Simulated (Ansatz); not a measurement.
Start from ZnS in the zinc blende structure (space group F-43m, No. 216; a = 5.390 Å). Axes: x, y, z lie along the cube axes.

Calculations: Ansatz (a quantum-chemistry and plane-wave program) r2SCAN, no SOC, earlier PAW set.

For the base:

The valence-band top at Γ comes out as 0.00, 0.00, 0.00 eV and the band gap is 2.70 eV. The pressure is 0.00 GPa.

It is then changed as follows: a pure shear with ε_xy = ε_yx = -0.0343, atoms relaxed at fixed cell.

**Question.** How does this affect the valence-band top at Γ, energy relative to the base, band gap and pressure?

**Answer.** The valence-band top at Γ (three highest levels, from the VBM) changes from 0.00, 0.00, 0.00 eV to 0.00, -0.23, -0.38 eV; the energy grows by 14 meV/atom; the band gap drops by 0.274 eV, from 2.70 eV to 2.42 eV; the pressure (mean of the normal stresses, compression positive) is nearly the same (0.00 GPa against 0.05 GPa).

The cells carry an imposed strain or load. No phonon test of stability was made.
